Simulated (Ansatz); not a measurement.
Zn5InGaO8 (model structure, R3m, No. 160, 15 atoms in the cell) was calculated with r²SCAN in Ansatz (PAW).

Numerical settings: plane-wave cutoff 560 eV, 20×20×20 k mesh, Fermi–Dirac smearing 0.05 eV, scalar-relativistic PAW data made under PBE.

Cell (relaxed with PBEsol):

```cif
data_GaInO8Zn5
_chemical_formula_sum 'In1 O8 Zn5 Ga1'
_space_group_name_H-M_alt 'P 1'
_space_group_IT_number 1
_cell_length_a 19.11589
_cell_length_b 19.11589
_cell_length_c 19.11589
_cell_angle_alpha 9.821
_cell_angle_beta 9.821
_cell_angle_gamma 9.821
loop_
_space_group_symop_operation_xyz
  'x, y, z'
loop_
_atom_site_label
_atom_site_type_symbol
_atom_site_fract_x
_atom_site_fract_y
_atom_site_fract_z
_atom_site_occupancy
In1 In 0.00063 0.00063 0.00063 1
O1 O 0.68650 0.68650 0.68650 1
Zn1 Zn 0.72070 0.72070 0.72070 1
O2 O 0.06490 0.06490 0.06490 1
Zn2 Zn 0.09928 0.09928 0.09928 1
O3 O 0.77681 0.77681 0.77681 1
Ga1 Ga 0.81141 0.81141 0.81141 1
O4 O 0.14484 0.14484 0.14484 1
O5 O 0.84612 0.84612 0.84612 1
Zn3 Zn 0.19015 0.19015 0.19015 1
O6 O 0.22464 0.22464 0.22464 1
Zn4 Zn 0.90206 0.90206 0.90206 1
O7 O 0.93654 0.93654 0.93654 1
Zn5 Zn 0.28057 0.28057 0.28057 1
O8 O 0.31486 0.31486 0.31486 1
```

Q: Estimate the band gap that the calculation returns.

A: 
band gap: 1.41 eV (on the SCF k mesh)

Note: the relaxation could raise the start's symmetry but not lower it, so the cell can be a saddle point; cell and atoms aren't relaxed at this level (largest force component 0.08 eV/Å).

Spin–orbit coupling is not included.

Static lattice: no zero-point or thermal effects.

It cost around 50 core-minutes (rough) of CPU time.

A model structure was made by putting elements into a prototype or built by hand; it is no filed structure, need not be a known phase, and can be a saddle point held by its symmetry.

Ansatz is a first-principles code.
